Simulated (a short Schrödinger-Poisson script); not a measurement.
## MOS inversion layer, SiO2 on p-type Ge(100)

System: MOS inversion layer, SiO2 on p-type Ge(100), at 400 K.

```tsv
layer	material	thickness (nm)	Na (cm⁻³)
1	SiO2	1.4	-
2	Ge	920	2e17
```

The device is made up for the run: typed textbook-type constants, with dimensions and the other settings drawn at random. SiO2: permittivity 3.9, conduction-band edge (eV) 3.1, gap (eV) 9, electron mass (mₑ) 0.5. Ge: permittivity 16, conduction-band edge (eV) 0, gap (eV) 0.664, Nv at 300 K (cm⁻³) 6e18.

Channel valleys (confinement mass, in-plane density-of-states mass, number): L4 0.12, 0.295, 4. At the gate the conduction-band edge of layer 1 lies 3.23 eV − eVg above the Fermi level of the channel; the field vanishes at the back. Gaps are held at their typed values at every temperature. Mesh 0.03 nm at interfaces.

Solved with a short Schrödinger-Poisson script written for these runs: 1D Poisson equation in equilibrium, electrons quantum, Hartree (BenDaniel-Duke, 12 states a valley, the channel's in-plane mass for all, wave functions free to enter the dielectric), parabolic valleys, classical holes, full ionisation, no traps, pinning or gate leakage.

```csv
Vg (V),electrons (cm⁻²),C (μF/cm²),L4 E0 (meV),L4 E1 (meV)
-0.1,1.22e9,0.291,350.1,397.7
0,9.08e9,0.274,269.8,325.2
0.1,8.05e10,0.443,191.7,253.6
0.2,4.20e11,0.930,133.1,201.5
0.3,1.09e12,1.29,98.6,173.9
0.4,1.95e12,1.49,77.0,158.8
0.5,2.91e12,1.62,61.6,149.5
0.6,3.94e12,1.70,49.6,143.3
0.7,5.02e12,1.76,39.8,138.9
0.8,6.14e12,1.81,31.5,135.6
0.9,7.28e12,1.85,24.1,133.0
```

Subbands count from the Fermi level.

Only the L valleys are kept; under strong confinement the Δ valleys of Ge fill too.
